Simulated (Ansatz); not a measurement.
The starting structures come from a database of crystals and need not be the phases stable at ambient conditions.

 Where the default PAW files enter, the runs use the earlier of Ansatz's two default sets.

By PBEsol, the system below comes out a metal.

Input:

```
CELL_PARAMETERS angstrom
      2.75138     0.00000     0.00000
      0.00000     4.46229     0.00000
      1.37569     0.00000     2.45425
ATOMIC_POSITIONS crystal
  Ir 0.66667 0.25000 0.66667
  Ir 0.33333 0.75000 0.33333
```

Space group of this cell: Cmcm. The cell is strained (lengths along the current scaled by 1.03, ions clamped); by PBEsol its mean pressure is -20.8 GPa.

The current flows along the normal of the first two printed cell vectors. No spin-orbit coupling; the value is a mean over 0.1 eV about the Fermi level.

**Question.** State the ballistic conductance per area according to PBEsol (Ansatz, a first-principles code).

**Answer.** 1.5 × 10¹⁵ S/m² for both spins.
